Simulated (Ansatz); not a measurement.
**Energy from pressure between two volumes: Ti (P-3m1, 2 atoms in the cell)**

```yaml
crystal:
  lattice:
    - [1.46762, -2.54200, 0.00000]
    - [1.46762, 2.54200, 0.00000]
    - [0.00000, 0.00000, 4.65660]
  atoms:
    - { symbol: Ti, position: [0.33333, 0.66667, 0.26074] }
    - { symbol: Ti, position: [0.66667, 0.33333, 0.75000] }
```

Computed with LDA (PW92), default PAW files made with PBE (plane waves; Ansatz, an electronic-structure program).

Settings: basis.ecutwfc = 74.2 Ry; kpoints.mp_grid.grid = 13 13 7; hamiltonian.xc = lda; hamiltonian.pseudopotentials = {kind: paw} (the program's default PAW files); scf.occupations.method = fermi_dirac; scf.occupations.width = 0.0073 Ry. This cutoff ends a ladder whose last two steps agree within 1 meV/atom.

The second cell is the first with its lattice scaled by 0.98, at the same fractional positions.

The starting cell has typed, rounded lattice constants, without a prior relaxation at this level. Its lattice was rescaled by up to half a per cent. One atom was moved a little off its site on purpose. Spin polarisation is off. Ansatz's pressure includes its estimate of the finite-basis (Pulay) stress.

| cell | volume (Å³/atom) | pressure (GPa) | F less the first cell's (meV/atom) |
|---|---|---|---|
| first | 17.3724 | -8.17 | 0.00 |
| second | 16.3508 | -1.63 | ? |

### Question
Estimate the energy of the second cell from the pressures, and the bulk modulus between the two volumes.

### Answer
With P = −dF/dV, the trapezoid gives ΔF ≈ −(P₁ + P₂)/2 · ΔV = −(-4.900 GPa) · (-1.0216 Å³) = -31.24 meV/atom (1 eV/Å³ = 160.22 GPa). The modulus at fixed fractional positions is B = −ΔP/Δln V = 108 GPa, a mean over the interval; zero pressure lies outside it, so this is not the modulus at equilibrium. P(V) is curved, so the trapezoid lies high by about |ΔV|³·B·(1 + B′)/(12·V̄²) = 1.05 meV/atom for an assumed B′ = 4, which leaves -32.29 meV/atom. The runs gave -32.24 meV/atom, a miss of 0.05 meV/atom. Cases were kept where this miss is small, so the page shows the method and is no test of it.

Left out of this page: 15 runs of the series outside the window shown, repeating another row's setting, or not comparable.

Keys are those of Ansatz 0.2.
